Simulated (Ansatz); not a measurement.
Start from Si (space group P6_3/mmc, No. 194; a = 3.8320 Å, c = 6.3417 Å; a cell from a computed database, its experimental status unchecked). Axes: x lies along a and z along c of the hexagonal cell.

Method: r2SCAN, PAW, 500 eV (Ansatz, an electronic-structure program; spin-orbit coupling left out), earlier PAW set.

It is then changed as follows: the cell is scaled by 1.0272 in all directions; the atoms relax in the strained cell.

Question: Predict the stress tensor and what it implies for the stiffness.

Answer: Stress of the strained cell less that of the base (GPa, compression positive):
```
  -6.50    0.00    0.00
   0.00   -6.50    0.00
   0.00    0.00   -6.69
```

Then B = −ΔP/(ΔV/V₀) with ΔV/V₀ = 0.0838 gives secant stiffness values (nonlinear terms included at this strain): B (at held cell shape, above the free-shape value) ≈ 78 GPa.

As a check, the harmonic strain energy −½ V₀ Δσ:ε is 34 meV/atom; the computed energy rise is 37 meV/atom.

Whether these cells are dynamically stable was not tested. This is not the structure that Si has at room temperature and ambient pressure.
